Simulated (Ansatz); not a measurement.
This concerns the surface energy of the NaC16 slab, the mean of its two faces, with the listed reservoirs for the atoms in excess. Reaction: 16 C (graphite) + Na (bcc) → cell A.

Cell A: a slab of composition NaC16 built on C (graphite, P6₃/mmc) (0001), with 8 atoms on that crystal's sites, 17 atoms, hexagonal cell of 4.93 Å (21.0 Å²), symmetry P6/mmm, 4.5 Å thick under 16 Å of vacuum, in-plane vectors held at the crystal's; planes from bottom to top: C8 | Na | C8; foreign atoms: Na bound to 12 C at 2.68 Å; spin state with PBE: no moments, k-point mesh 7×7×1.
```
CELL_PARAMETERS angstrom
      4.92992     0.00000     0.00000
     -2.46496     4.26944     0.00000
      0.00000     0.00000    20.15715
ATOMIC_POSITIONS crystal
  C  0.16697 0.33393 0.38736
  C  0.33393 0.16697 0.38736
  C  0.16697 0.83303 0.38736
  C  0.33333 0.66667 0.38764
  C  0.66667 0.33333 0.38764
  C  0.83303 0.16697 0.38736
  C  0.66607 0.83303 0.38736
  C  0.83303 0.66607 0.38736
  Na 0.00000 0.00000 0.50000
  C  0.16697 0.33393 0.61264
  C  0.33393 0.16697 0.61264
  C  0.16697 0.83303 0.61264
  C  0.33333 0.66667 0.61236
  C  0.66667 0.33333 0.61236
  C  0.83303 0.16697 0.61264
  C  0.66607 0.83303 0.61264
  C  0.83303 0.66607 0.61264
```

Reference: C (graphite, P6₃/mmc), 16 atoms in the cell, a perfect crystal on lattice vectors that match the other cells', k-point mesh 7×7×4 on the run's own vectors.

Reference: Na (bcc, Im-3m), 1 atom in the cell, k-point mesh 20×20×20 on the run's own vectors. Conventional cell: a = 4.0843 Å, b = 4.0843 Å, c = 4.0843 Å, α = 90.00°, β = 90.00°, γ = 90.00°.

Computed with Ansatz (plane waves, PAW), its PAW set soft_1, cutoff 420 eV, 500 eV for r2SCAN. The structures are at rest with PBE+D3(BJ), within the held lattices; other levels are single points on them. Neutral cells; Fermi-Dirac smearing of at most 0.10 eV in the solids, energies taken to zero width. The lattices are those relaxed with PBE+D3(BJ) or held as stated, so at other levels the solids can be strained, which adds to the spread. A dispersion term (D3(BJ), or D4 for r2SCAN) was computed beside these levels and is taken off wherever the name lacks it. Static lattices, no vibrational contributions. The structures are the rest points that the relaxations reached, not proven lowest. No correction for cell size. Cell A has symmetry P6/mmm and got no random move, so less symmetric positions, which may lie lower, weren't tried.

### Question
What value does PBE+D3(BJ) give?

### Answer
0.35 J/m², for 16 C (graphite) + Na (bcc) → cell A.

### Question
How does the value move with the functional?

### Answer
| Functional | value (J/m²) | less PBE+D3(BJ) |
|---|---|---|
| PBE | -0.01 | -0.36 |
| r2SCAN | 0.04 | -0.31 |
| r2SCAN+D4 | 0.24 | -0.11 |

The levels span 0.36 J/m², from PBE (-0.01) to PBE+D3(BJ) (0.35).

Ansatz is an electronic-structure program.
